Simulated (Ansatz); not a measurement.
**C under a change: isotropic strain −2.00 %**

Start from C in the diamond structure (space group Fd-3m, No. 227; a = 3.5538 Å).

One thing is altered: every lattice vector is shortened by 2.00 %; the atoms relax in the strained cell.

The values are results of DFT with PBEsol, PAW potentials and a 420 eV plane-wave cutoff in Ansatz (a quantum-chemistry and plane-wave program), no SOC, not measurements. Settings: 16×16×16 k-points, 0.05 eV Fermi–Dirac smearing.

The volume per atom decreases by 0.33 Å³, from 5.61 Å³ to 5.28 Å³ and the space group remains Fd-3m (No. 227). The energy rises by 30 meV/atom and the band gap goes up by 0.14 eV to 4.17 eV. The gap character stays indirect, Γ → Γ–X (75 % along) and the smallest direct gap increases by 0.17 eV to 5.74 eV. The mean gap deformation potential ΔEg/Δln V comes out as -2.3 eV and the width of the top valence band increases by 0.544 eV, from 8.51 eV to 9.06 eV. The electron mass stays 1.6 mₑ along k, 0.29 mₑ across (off the special points) and the hole mass (degenerate bands, along [100]) becomes 0.28, 0.28, 0.55 mₑ (at Γ) (base: 0.29, 0.29, 0.52 mₑ (at Γ)).

Final structure:

```
C
1.0
    0.00000     1.74136     1.74136
    1.74136     0.00000     1.74136
    1.74136     1.74136     0.00000
C
2
Direct
  0.00000   0.00000   0.00000
  0.25000   0.25000   0.25000
```

Masses are band curvatures over ±0.01 Å⁻¹ around the edge. Along k means along the line from Γ to the band edge. Stability against distortions was not tested.
